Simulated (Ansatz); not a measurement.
**Effect of O → C on HfO2**

The parent structure is HfO₂ (space group Pca2_1, No. 29; a = 5.2944 Å, b = 5.0698 Å, c = 5.1018 Å).

Perturbation: full substitution O → C; the structure is relaxed again.

Method: PBE, PAW, 420 eV (Ansatz, an electronic-structure program; no spin-orbit coupling), earlier PAW set. Settings: 11×11×7 k-points, 0.05 eV Fermi–Dirac smearing, for the changed cell.

```json
[
 {"quantity": "volume per atom", "base": "11.41 Å³", "changed": "11.77 Å³", "shift": "+0.36 Å³"},
 {"quantity": "density", "base": "10.21 g/cm³", "changed": "9.52 g/cm³", "shift": "-0.69 g/cm³"},
 {"quantity": "space group", "base": "Pca2_1 (No. 29)", "changed": "Cmcm (No. 63)", "shift": "–"},
 {"quantity": "shortest interatomic distance", "base": "3.865 bohr", "changed": "2.566 bohr", "shift": "-1.299 bohr"},
 {"quantity": "band gap", "base": "4.39 eV", "changed": "zero", "shift": "–"}
]
```

Final structure:

```
CELL_PARAMETERS angstrom
      2.21555    -2.85426     0.00000
      2.21555     2.85426     0.00000
      0.00000     0.00000     5.58442
ATOMIC_POSITIONS crystal
  Hf 0.82363 0.17637 0.25000
  Hf 0.17637 0.82363 0.75000
  C  0.34679 0.34679 0.50000
  C  0.65321 0.65321 0.00000
  C  0.65321 0.65321 0.50000
  C  0.34679 0.34679 0.00000
```

Cost of the whole job for the changed cell (relaxation, final SCF and bands): about 14 core-minutes (a rough figure).

Spin-orbit coupling, missing from the scalar runs, can matter with Hf. No phonon test of stability was made. As relaxed here, HfC2 is a hypothetical phase, not in the database extracts checked. The final runs are not spin-polarised. This is not the structure that HfO2 has at room temperature and ambient pressure.
